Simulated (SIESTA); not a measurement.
Worked example: self-consistent single point of Sn (I4_1/amd, 2 atoms in the cell) in SIESTA.

Method of the run: SIESTA 5.4.2 with GGA PBEsol, numerical atomic orbitals DZP, PseudoDojo PBEsol standard norm-conserving potentials (rewritten from UPF to PSML).

```xyz
2
Lattice="-2.9498 2.9498 1.6046 2.9498 -2.9498 1.6046 2.9498 2.9498 -1.6046" Properties=species:S:1:pos:R:3 pbc="T T T"
Sn     0.0000     2.9498     0.8023
Sn     0.0000     0.0000     0.0000
```

Reference input (self-consistent single point, DFT, GGA PBE, numerical atomic orbitals DZP, PseudoDojo PBE standard norm-conserving potentials (rewritten from UPF to PSML)): XC.functional = GGA; XC.authors = PBE; potentials = PseudoDojo PBE standard; PAO.BasisSize = DZP; PAO.EnergyShift = 0.01 Ry; MeshCutoff = 400 Ry; kgrid.MonkhorstPack = 9 9 9; OccupationFunction = FD; ElectronicTemperature = 1578.21 K; MaxSCFIterations = 150; SCF.Mixer.Method = Pulay; SCF.Mixer.Weight = 0.2. This run's input differs from it in these lines:

```diff
@@ -1,2 +1,2 @@
-# files in the folder: Sn.psml (PseudoDojo PBE standard)
+# files in the folder: Sn.psml (PseudoDojo PBEsol standard)
 SystemName  Sn
@@ -22,3 +22,3 @@
 XC.functional                GGA
-XC.authors                   PBE
+XC.authors                   PBEsol
 PAO.BasisSize                DZP
```

Output (repeated stretches shortened):

```
        iscf     Eharris(eV)        E_KS(eV)     FreeEng(eV)     dDmax    Ef(eV) dHmax(eV)
   scf:    1    -4279.370665    -4278.809398    -4278.867122  0.865124 -3.423020  2.948877
   scf:    2    -4279.050592    -4278.932855    -4278.991065  0.034399 -3.489252  2.126379
   scf:    3    -4279.154861    -4279.060636    -4279.120237  0.083862 -3.659009  0.038900
   scf:    4    -4279.060464    -4279.060571    -4279.120233  0.003100 -3.665197  0.042274
   scf:    5    -4279.060703    -4279.060643    -4279.120281  0.001393 -3.662062  0.003105
   scf:    6    -4279.060654    -4279.060648    -4279.120281  0.000134 -3.661933  0.000639
mix: Pulay -- inversion failed, > SVD [rank/size] 4 / 5
   scf:    7    -4279.060649    -4279.060648    -4279.120281  0.000008 -3.661923  0.000454
SCF Convergence by DM+H criterion
max |DM_out - DM_in|         :     0.0000078196
max |H_out - H_in|      (eV) :     0.0004543282
SCF cycle converged after 7 iterations

Using DM_out to compute the final energy and forces

siesta: E_KS(eV) =            -4279.0606

siesta: E_KS - E_eggbox =     -4279.0606

siesta: Atomic forces (eV/Ang):
     1    0.000081   -0.000081   -0.000000
     2    0.000089   -0.000089   -0.000000
   Tot    0.000170   -0.000170   -0.000000
   Max    0.000089
   Res    0.000069    sqrt( Sum f_i^2 / 3N )
   Max    0.000089    constrained

Stress tensor Voigt[x,y,z,yz,xz,xy] (kbar):        8.85        8.85       18.82        0.00        0.00        0.13
(Free)E + p*V (eV/cell)    -4279.5446
Target enthalpy (eV/cell)    -4279.1203

siesta: Program's energy decomposition (eV):
siesta: FreeEng =     -4279.120281

   [... lines left out ...]
siesta:     0.005524    0.000081    0.000002
siesta:     0.000081    0.005524    0.000002
siesta:     0.000002    0.000002    0.011746

siesta: Cell volume =         55.849377 Ang**3

siesta: Pressure (static):
siesta:                Solid            Molecule  Units
siesta:          -0.00008275         -0.00008275  Ry/Bohr**3
siesta:          -0.00759799         -0.00759806  eV/Ang**3
siesta:         -12.17332501        -12.17343737  kBar
```

The run converged in 7 iterations. Against the reference run the pressure goes from 1.48 to -1.22 GPa.

The starting cell comes from a database of computed structures (which also holds hypothetical and non-ambient phases and stackings), without a prior relaxation at this level. Its lattice was rescaled by a random factor within 2.5 % of one. Values carry the incompleteness of an atom-centred basis.
